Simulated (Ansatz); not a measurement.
Defect migration in silicon: interstitial Sb, charge state -1. The step: a concerted move, in which Sb travels most; the atom moves 1.35 Å along (-0.08, 0.16, 0.16) of the unit cell; the moving atom starts with neighbours Si at 2.47, Si at 2.66, Si at 2.68, Si at 2.70, Si at 2.83, Si at 3.07, Si at 3.08 Å and ends with Si at 2.47, Si at 2.66, Si at 2.68, Si at 2.70, Si at 2.83, Si at 3.07, Si at 3.08 Å. DFT values are from Ansatz (plane-wave PAW, 420 eV unless said) in a cell of 216 host sites, spin-restricted, static, with no finite-size correction. The charge state is imposed; whether it is stable for some Fermi level was not computed. Sites that were not tried may lie lower. The order of the sites in energy changes with the mesh. For the PBE band: the saddle point's order was not checked, and it lies on a symmetry element of the cell, where a band can be held.

```csv
Level,Forward barrier (eV),Cost of the band or of the saddle's single point
"PBE, one k-point at (0.250, 0.250, 0.250), band relaxed",0.18,roughly 4 core-hours
"PBE, a 2×2×2 k-point mesh shifted by half a step, same geometries",0.13,around 28 core-minutes (rough)
"r2SCAN at 500 eV, one k-point at (0.250, 0.250, 0.250), same geometries",(withheld),very roughly 15 core-minutes
```

Problem. What belongs in the gaps?

Solution. 
- r2SCAN at 500 eV, one k-point at (0.250, 0.250, 0.250), same geometries, Forward barrier (eV): 0.09

Ansatz is an electronic-structure program.
